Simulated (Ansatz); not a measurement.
A computed series for Mo: thickness series

The parent structure is Mo in the bcc (W type) structure (space group Im-3m, No. 229; a = 3.1297 Å). Axes: x, y, z lie along the cube axes.

Free-standing slabs (1 atom(s) a layer) normal to [110] with 15 Å of vacuum; in-plane cell held at bulk.

Level of theory: PBEsol in Ansatz (plane waves to 420 eV, PAW, scalar-relativistic without spin-orbit coupling), earlier PAW set.

Notes on the quantities. excess energy per area of both faces: slab less bulk energy over the cell's area: twice a surface energy; uncertain by up to 0.2 J/m²; layer's space group: with vacuum.

```csv
case,excess energy per area of both faces,layer's space group,thickness between the outermost nuclei,shortest interatomic distance
base,–,–,–,5.122 bohr
1 layer,–,Cmmm (No. 65),–,5.122 bohr
2 layers,?,Cmme (No. 67),2.00 Å,4.794 bohr
3 layers,?,Cmmm (No. 65),4.26 Å,?
4 layers,?,Cmme (No. 67),6.47 Å,4.981 bohr
5 layers,6.2 J/m²,Cmmm (No. 65),8.66 Å,4.958 bohr
6 layers,6.2 J/m²,Cmme (No. 67),10.88 Å,4.961 bohr
7 layers,6.2 J/m²,Cmmm (No. 65),13.08 Å,4.961 bohr
```

### Question
Some entries are withheld; estimate them.

### Answer

- 2 layers, excess energy per area of both faces: 6.03 J/m²
- 3 layers, excess energy per area of both faces: 6.4 J/m²
- 3 layers, shortest interatomic distance: 4.995 bohr
- 4 layers, excess energy per area of both faces: 6.3 J/m²

Slab and bulk use different k-meshes, which limits the precision of the excess energy. Whether these cells are dynamically stable was not tested. The final runs are not spin-polarised.

Ansatz is an electronic-structure program.
